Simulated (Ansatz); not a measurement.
## Response to strain in BP

The reference is BP in the zinc blende structure (space group F-43m, No. 216; a = 4.5364 Å). Axes: x, y, z lie along the cube axes.

Strains are applied to the cell and any free atomic positions relax; under biaxial strain the out-of-plane vector relaxes too; under stress the whole cell relaxes.

The values are results of plane-wave PAW DFT at the r2SCAN level (Ansatz, an electronic-structure program, 500 eV), no spin-orbit coupling, earlier PAW set, not measurements.

Notes on the quantities. pressure: mean of the normal stresses, compression positive.

| change | pressure | band gap | gap character |
|---|---|---|---|
| base | 0.00 GPa | 1.41 eV | indirect, Γ → Γ–X (83 % along) |
| biaxial strain +1.63 %, plane normal [001], relaxed out of plane | -4.15 GPa | 1.09 eV | indirect, Γ → Γ–M (83 % along) |
| isotropic strain +0.54 % | -2.66 GPa | 1.43 eV | indirect, Γ → Γ–X (83 % along) |
| isotropic strain +0.93 % | -4.47 GPa | 1.45 eV | indirect, Γ → Γ–X (83 % along) |
| uniaxial strain ε_yy = +0.31 % | -0.53 GPa | 1.39 eV | indirect, Γ → k = (0, 0.417, 0.417) in the run's primitive reciprocal basis |
| uniaxial strain ε_zz = −1.31 % | 2.28 GPa | 1.18 eV | indirect, Γ → k = (0.417, 0.417, 0) in the run's primitive reciprocal basis |
| uniaxial strain ε_zz = −0.58 % | 0.99 GPa | 1.31 eV | indirect, Γ → k = (0.417, 0.417, 0) in the run's primitive reciprocal basis |
| uniaxial stress, 1 GPa tension along z | – | 1.38 eV | indirect, Γ → k = (0, 0.417, 0.417) in the run's primitive reciprocal basis |
| tensor shear ε_xy = −1.08 % | 0.06 GPa | 1.27 eV | indirect, Γ → k = (0.417, 0.417, 0) in the run's primitive reciprocal basis |
| tensor shear ε_xy = +2.85 % | 0.43 GPa | 0.79 eV | indirect, Γ → X |

Stability under load was not tested beyond the relaxation. Labels are those of the standard path for the cell's own space group.
